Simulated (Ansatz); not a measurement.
Electronic density of states of amorphous Si$_{14}$B$_{14}$C$_{14}$N$_{28}$, density 2.15 g/cm³, on a 2×2×2 Γ-centred mesh with a Gaussian width of 0.1 eV; energies count from the Fermi level, whose place inside the gap is arbitrary. Cell and mesh are small, so fine structure isn't converged. Computed with PBE, scalar-relativistic without spin-orbit coupling (plane waves to 420 eV, PAW; Ansatz, a quantum-chemistry and plane-wave program). Sampling: a 2×2×2 Γ-centred mesh; Fermi-Dirac width 0.02 eV; no spin polarisation.

It comes from a melt-quench run on a machine-learned potential (CHGNet), relaxed afterwards by DFT. N atoms were pushed apart under 1.9 Å during the dynamics, to hinder bonds among them. The hot cell started wider than the set density and was brought back towards it in steps. It is the lowest in DFT energy of 2 quenches. It is a model cell: composition and starting density were chosen by hand, and all elements were melted together. No dispersion term was used. Its density started from a set value of 2.15 and ended at 2.15 g/cm³. Cooling (nominally 630 K/ps over its main leg) ran many orders faster than in experiment, which tends to leave more defects and strain. A cell of this size samples the disorder only roughly. The volume was held where the preparation left it and the shape relaxed, at a PBE pressure of -3.3 GPa (tension). Stress components on the final sampling reach 3.6 GPa. On a 2×2×2 Γ-centred mesh force components of up to 0.21 eV/Å stay, since the relaxation ran on the zone centre alone.

```tsv
E - EF (eV)	states/(eV atom)
-12.00	0.02
-11.90	0.09
-11.80	0.14
-11.70	0.04
-11.60	0.00
-11.50	0.01
-11.40	0.06
-11.30	0.13
-11.20	0.18
-11.10	0.25
-11.00	0.25
-10.90	0.20
-10.80	0.19
-10.70	0.21
-10.60	0.22
-10.50	0.17
-10.40	0.20
-10.30	0.27
-10.20	0.24
-10.10	0.25
-10.00	0.26
-9.90	0.22
-9.80	0.21
-9.70	0.21
-9.60	0.23
-9.50	0.24
-9.40	0.23
-9.30	0.23
-9.20	0.26
-9.10	0.27
-9.00	0.27
-8.90	0.29
-8.80	0.29
-8.70	0.27
-8.60	0.27
-8.50	0.29
-8.40	0.29
-8.30	0.33
-8.20	0.34
-8.10	0.28
-8.00	0.26
-7.90	0.29
-7.80	0.28
-7.70	0.30
-7.60	0.32
-7.50	0.31
-7.40	0.31
-7.30	0.31
-7.20	0.34
-7.10	0.35
-7.00	0.32
-6.90	0.37
-6.80	0.42
-6.70	0.39
-6.60	0.39
-6.50	0.36
-6.40	0.39
-6.30	0.37
-6.20	0.39
-6.10	0.40
-6.00	0.37
-5.90	0.37
-5.80	0.37
-5.70	0.39
-5.60	0.39
-5.50	0.34
-5.40	0.35
-5.30	0.38
-5.20	0.38
-5.10	0.38
-5.00	0.35
-4.90	0.36
-4.80	0.39
-4.70	0.46
-4.60	0.44
-4.50	0.39
-4.40	0.34
-4.30	0.32
-4.20	0.33
-4.10	0.34
-4.00	0.33
-3.90	0.29
-3.80	0.28
-3.70	0.28
-3.60	0.27
-3.50	0.23
-3.40	0.27
-3.30	0.32
-3.20	0.32
-3.10	0.33
-3.00	0.33
-2.90	0.35
-2.80	0.37
-2.70	0.39
-2.60	0.41
-2.50	0.35
-2.40	0.32
-2.30	0.32
-2.20	0.29
-2.10	0.28
-2.00	0.28
-1.90	0.27
-1.80	0.22
-1.70	0.19
-1.60	0.23
-1.50	0.25
-1.40	0.22
-1.30	0.27
-1.20	0.17
-1.10	0.04
-1.00	0.01
-0.90	0.05
-0.80	0.10
-0.70	0.12
-0.60	0.11
-0.50	0.10
-0.40	0.10
-0.30	0.16
-0.20	0.09
-0.10	0.01
0.00	0.00
0.10	0.01
0.20	0.06
0.30	0.10
0.40	0.09
0.50	0.08
0.60	0.14
0.70	0.12
0.80	0.11
0.90	0.11
1.00	0.11
1.10	0.10
1.20	0.10
1.30	0.13
1.40	0.17
1.50	0.16
1.60	0.13
1.70	0.18
1.80	0.20
1.90	0.18
2.00	0.19
2.10	0.26
2.20	0.31
2.30	0.31
2.40	0.25
2.50	0.27
2.60	0.29
2.70	0.29
2.80	0.26
2.90	0.29
3.00	0.28
3.10	0.32
3.20	0.34
3.30	0.30
3.40	0.32
3.50	0.34
```

The gap on this mesh is 0.49 eV; the broadening fills part of it in the curve.
